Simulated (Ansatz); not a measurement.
**ZnCu2SnSe4: Sn → Pt**

The reference is ZnCu$_{2}$SnSe$_{4}$ (space group I-4, No. 82; a = 5.6992 Å, c = 11.3825 Å).

It is then changed as follows: every Sn is replaced by Pt, then cell and atoms are relaxed.

All numbers come from r2SCAN, PAW, 500 eV (Ansatz, a first-principles code; scalar-relativistic without spin-orbit coupling). k-mesh 12×12×12 (Γ-centred); smearing 0.05 eV (Fermi–Dirac), for the changed cell.

| quantity | base | changed | shift |
|---|---|---|---|
| volume per atom | 23.11 Å³ | 21.42 Å³ | -1.684 Å³ |
| density | 5.63 g/cm³ | 6.82 g/cm³ | +1.183 g/cm³ |
| lattice parameter a | 5.699 Å | 5.537 Å | -0.1627 Å |
| c/a ratio | 1.997 | 2.020 | +0.023 |
| space group | I-4 (No. 82) | I-4 (No. 82) | – |
| band gap (uncertain: the Fermi level lies in a band; the base alone) | 0.08 eV | zero | – |

Final structure:

```
CELL_PARAMETERS angstrom
     -2.76826     2.76826     5.59108
      2.76826    -2.76826     5.59108
      2.76826     2.76826    -5.59108
ATOMIC_POSITIONS crystal
  Cu 0.00000 0.00000 0.00000
  Cu 0.75000 0.25000 0.50000
  Zn 0.25000 0.75000 0.50000
  Pt 0.50000 0.50000 0.00000
  Se 0.63626 0.62415 0.50989
  Se 0.11426 0.12637 0.49011
  Se 0.37585 0.88574 0.01210
  Se 0.87363 0.36374 0.98790
```

Whether these cells are dynamically stable was not tested. As relaxed here, ZnCu2PtSe4 is a hypothetical phase, not in the database extracts checked. All final runs are without spin polarisation. ZnCu2PtSe4 has a high density of states at the Fermi level and may be magnetic at this level. A zero or small gap of ZnCu2SnSe4 can be the functional's error rather than a property of the material.
